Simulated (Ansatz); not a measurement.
**Effect of isotropic strain −2.40 % on GaN**

The parent structure is GaN in the wurtzite structure (space group P6_3mc, No. 186; a = 3.218 Å, c = 5.243 Å).

Now apply this change: the cell is scaled by 0.9760 in all directions; the atoms relax in the strained cell.

The values are results of PBE (Ansatz, a first-principles code; PAW; 420 eV plane waves; no spin-orbit coupling), not measurements. Settings: 12×12×6 k-points, 0.05 eV Fermi–Dirac smearing.

- Volume per atom = 10.93 Å³ (base 11.76 Å³)
- Space group = P6_3mc (No. 186) (base P6_3mc (No. 186))
- Shortest interatomic distance = 1.920 Å (base 1.967 Å)
- Energy relative to the base (free energy F) = +36 meV/atom
- Pressure (mean of the normal stresses, compression positive) = 14.75 GPa (base 0.00 GPa)
- Band gap = 2.19 eV (base 1.71 eV)
- Gap character = direct at Γ (base direct at Γ)
- Mean gap deformation potential ΔEg/Δln V = -6.6 eV
- Electron mass = 0.18 mₑ along c, 0.20 mₑ across (at Γ) (base 0.14 mₑ along c, 0.16 mₑ across (at Γ))
- Valence-band top at Γ (three highest levels, from the VBM) = 0.00, 0.00, -0.05 eV (base 0.00, 0.00, -0.04 eV)

Final structure:

```
GaN
1.0
    3.14113     0.00000     0.00000
   -1.57056     2.72030     0.00000
    0.00000     0.00000     5.11736
Ga N
2 2
Cartesian
  0.00000   1.81353   0.00126
  1.57056   0.90677   2.55994
  0.00000   1.81353   1.92799
  1.57056   0.90677   4.48667
```

Cost of the whole job for the changed cell (relaxation, final SCF and bands): roughly 20 core-seconds.

Masses are band curvatures over ±0.01 Å⁻¹ around the edge. Stability against distortions was not tested.
